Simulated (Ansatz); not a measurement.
# Y, response to strain

Start from Y in the hcp (Mg type) structure (space group P6_3/mmc, No. 194; relaxed with 0.1 eV smearing).

```
CELL_PARAMETERS angstrom
      3.59431     0.00000     0.00000
     -1.79716     3.11277     0.00000
      0.00000     0.00000     5.60992
ATOMIC_POSITIONS crystal
  Y  0.33333 0.66667 0.75000
  Y  0.66667 0.33333 0.25000
```

Cartesian axes are those of the cell as printed.

Strains are applied to the cell and any free atomic positions relax; under biaxial strain the out-of-plane vector relaxes too; under stress the whole cell relaxes.

Level of theory: PBEsol, PAW, 420 eV (Ansatz, a quantum-chemistry and plane-wave program; no spin-orbit coupling).

Notes on the quantities. energy relative to the base: free energy F.

| case | energy relative to the base | space group | shortest interatomic distance |
|---|---|---|---|
| base | 0 meV/atom | P6_3/mmc (No. 194) | 3.489 Å |
| biaxial strain +0.55 %, plane normal [001], relaxed out of plane | – | P6_3/mmc (No. 194) | 3.489 Å |
| uniaxial strain ε_yy = +0.90 % | +0.6 meV/atom | Cmcm (No. 63) | 3.493 Å |
| uniaxial stress, 0.5 GPa compression along z | +0.3 meV/atom | P6_3/mmc (No. 194) | 3.476 Å |
| uniaxial stress, 8 GPa tension along x | +0.236 eV/atom | Fmmm (No. 69) | 3.386 Å |

Beyond what the load breaks, stability against distortions was not tested. The final runs are not spin-polarised. Under uniaxial stress, 8 GPa tension along x the cell changed shape so far that it is another structure.
